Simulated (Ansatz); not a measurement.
**Evanescent states of BN (F-43m, zinc blende, 2 atoms a cell, 6.0 Å³ an atom, -5 GPa at this level) along the normal of (111)**

The numbers are results of r2SCAN (plane waves, PAW; Ansatz, an electronic-structure program), not measurements.

The gap is the functional's own. No spin-orbit coupling. Mid-gap values are interpolated on the energy grid.

Energies count from the valence-band top; κ is the least over a 18×18 mesh across the current.

```
E (eV)  κ (1/Å)  where
------  -------  -----
0.12      0.083      Γ
0.34      0.142      Γ
0.57      0.181      Γ
0.81      0.212      Γ
1.03      0.238      Γ
1.26        [?]      Γ
1.50        [?]      Γ
1.73        [?]      Γ
1.96        [?]      Γ
2.19        [?]      Γ
2.42        [?]      Γ
2.65        [?]      Γ
2.88        [?]      Γ
3.10        [?]      Γ
3.33        [?]  off Γ
3.56        [?]  off Γ
3.79        [?]  off Γ
4.03      0.285  off Γ
4.25      0.253  off Γ
4.49      0.213  off Γ
4.71      0.160  off Γ
4.95      0.063  off Γ
```

Task: Complete the blanks.

Result: 
- 1.26, κ (1/Å): 0.259
- 1.50, κ (1/Å): 0.279
- 1.73, κ (1/Å): 0.295
- 1.96, κ (1/Å): 0.311
- 2.19, κ (1/Å): 0.324
- 2.42, κ (1/Å): 0.336
- 2.65, κ (1/Å): 0.347
- 2.88, κ (1/Å): 0.357
- 3.10, κ (1/Å): 0.365
- 3.33, κ (1/Å): 0.354
- 3.56, κ (1/Å): 0.335
- 3.79, κ (1/Å): 0.312
